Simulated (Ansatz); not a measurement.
System: L1₂ (Cu3Au-type) Al₃Sc. Method: PBE0 in Ansatz (plane waves, PAW).

Settings: plane-wave cutoff 460 eV, 8×8×8 k mesh, Fermi–Dirac smearing 0.05 eV, scalar-relativistic PAW data made under PBE.

Equation-of-state points:

```csv
V (Å³/atom),E − E_lowest (meV/atom)
16.213,13.42
16.640,3.05
16.962,0.00
17.493,2.89
17.920,11.53
```

Problem. Estimate the bulk modulus and its pressure derivative from these points.

Solution. V0 = 17.063 Å³/atom, B0 = 94.6 GPa, B′ = 4.0 (fit to the energies at full precision).

Measured, for comparison: bulk modulus 91.5 ± 1 GPa (298 K, no zero-point or thermal correction, polycrystal; as tabulated in A Combined Experimental and First-Principles Based Assessment of …); equilibrium volume per atom 17.27 Å³/atom (room temperature, no zero-point or thermal correction; as tabulated in A Combined Experimental and First-Principles Based Assessment of …). Computed (rounded) less measured: bulk modulus +3 %, equilibrium volume per atom -1.2 %. A static lattice is as a rule a little smaller and stiffer than an uncorrected measurement, which narrows the difference in the bulk modulus, equilibrium volume per atom and would widen misses of the other sign.

Computed values are for the static lattice.

Ansatz is a program for electronic structure.
